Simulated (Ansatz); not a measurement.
The reference is HfO2 in the CdI2 type structure (space group P-3m1, No. 164; a = 3.2266 Å, c = 4.5562 Å; a hypothetical phase, not in the database extracts checked; layered, stacked along the Cartesian z axis). Axes: x lies along a and z along c of the hexagonal cell.

Perturbation: tensile biaxial strain of 0.70 % in the plane normal to [001], as in epitaxy on a mismatched substrate; the out-of-plane cell vector and the atoms relax.

Levels (all Ansatz, an electronic-structure program, PAW): r2SCAN+rVV10 (500 eV, no SOC); HSE06+SOC (420 eV, spin-orbit coupling included).

The geometry is relaxed with r2SCAN+rVV10.

| Quantity | Value |
|---|---|
| r2SCAN+rVV10 lowest conduction level above the VBM at special points | K 4.79 eV; M 4.93 eV; A 5.47 eV; Γ 5.55 eV |

### Question
How does going to HSE06+SOC change the lowest conduction level above the VBM at special points?

### Answer
The lowest conduction level above the VBM at special points goes from K 4.79 eV; M 4.93 eV; A 5.47 eV; Γ 5.55 eV to K 6.00 eV; M 6.09 eV; A 6.64 eV; Γ 6.62 eV.

Single points use the geometry relaxed with r2SCAN+rVV10. HSE06 was sampled on its mesh, a few special points and the semilocal edge points, so its gap is an upper bound. Differences between runs with and without spin-orbit coupling are approximate. The levels and masses belong to the bands next to the band gap. Whether these cells are dynamically stable was not tested.
